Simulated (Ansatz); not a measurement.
Input and output of a self-consistent single point for AlN (F-43m, 2 atoms in the cell) (Ansatz, a quantum-chemistry and plane-wave program).

Method of the run: LDA (PW92), default PAW files made with PBE (plane waves; Ansatz).

```
CELL_PARAMETERS angstrom
      0.00000     2.18399     2.18399
      2.18399     0.00000     2.18399
      2.18399     2.18399     0.00000
ATOMIC_POSITIONS crystal
  Al 0.00000 0.00000 0.00000
  N  0.75000 0.75000 0.75000
```

Reference input (self-consistent single point, DFT, PBE, plane waves, default PAW files): kpoints.mp_grid.grid = 9 9 9; hamiltonian.xc = pbe; hamiltonian.pseudopotentials = {kind: paw} (the program's default PAW files); scf.occupations.method = fixed. This run's input differs from it in these lines:

Ansatz 0.2 input:
```diff
@@ -12,3 +12,3 @@
 hamiltonian:
-  xc: pbe
+  xc: lda
   pseudopotentials: { kind: paw }
```

The program printed (abridged):

```
SCF iter   1: F=—  HF=-889.813543 eV  |F-HF|=—  |Δ(HF+E_count)|=         —  Δρ=8.86e-3  dr2=1.87e-2  ethr=1.77e-3  ⟨swp⟩=4.6  Hψ=1873  notcnv=0  defer=4
all-band conjugate gradients solve this SCF's bands
preconditioner: auto → none
SCF iter   2: F=—  HF=-889.808712 eV  |F-HF|=—  |Δ(HF+E_count)|=   4.83e-3  Δρ=4.88e-3  dr2=2.80e-3  ethr=2.34e-4  ⟨swp⟩=2.5  Hψ=677  notcnv=0  defer=68
SCF iter   3: F=—  HF=-889.807811 eV  |F-HF|=—  |Δ(HF+E_count)|=   9.01e-4  Δρ=1.49e-3  dr2=1.81e-4  ethr=3.50e-5  ⟨swp⟩=2.5  Hψ=461  notcnv=0  defer=63
SCF iter   4: F=—  HF=-889.807728 eV  |F-HF|=—  |Δ(HF+E_count)|=   8.35e-5  Δρ=1.06e-4  dr2=8.89e-7  ethr=2.27e-6  ⟨swp⟩=2.9  Hψ=433  notcnv=0  defer=46
SCF iter   5: F=—  HF=-889.807728 eV  |F-HF|=—  |Δ(HF+E_count)|=   4.95e-7  Δρ=5.70e-6  dr2=2.74e-9  ethr=1.11e-8  ⟨swp⟩=1.9  Hψ=328  notcnv=0
SCF iter   6: F=-889.807728 eV  HF=-889.807728 eV  |F-HF|=4.89e-12  |Δ(HF+E_count)|=  8.63e-10  Δρ=4.45e-7  dr2=1.27e-11  ethr=3.42e-11  ⟨swp⟩=2.6  Hψ=1325  notcnv=0
SCF 1 converged in 6 iterations: F = -889.807728 eV  dr2 = 1.27e-11
Free energy (F): -889.807728 eV
Internal energy: -889.807728 eV  (E = F + TS)
E sigma→0 (E₀):  -889.807728 eV
Fermi energy:    6.675987 eV
--- Forces (eV/Å), atoms counted from 1 ---
  atom   1  Al    -0.00000000     0.00000000     0.00000000
  atom   2  N      0.00000000    -0.00000000     0.00000000
--- Stress (GPa, compression-positive) ---
       -3.593875      -0.000000      -0.000000
       -0.000000      -3.593875       0.000000
        0.000000       0.000000      -3.593875
  P = ⅓ Tr σ = -3.5939 GPa (-35.939 kbar)
  The stress holds the Pulay correction. Without it, at fixed plane waves, as pw.x and ABINIT print it: P = -4.2532 GPa
```

The run converged in 6 iterations. Against the reference run the pressure goes from 4.86 to -3.59 GPa and the gap on the mesh goes from 3.510 to 3.427 eV.

The starting cell comes from a database of computed structures (which also holds hypothetical and non-ambient phases and stackings), without a prior relaxation at this level. With a pressure of about -4 GPa the cell is away from its equilibrium volume at this level. Ansatz's pressure includes its estimate of the finite-basis (Pulay) stress. Without the estimate this run gives -4.25 GPa.
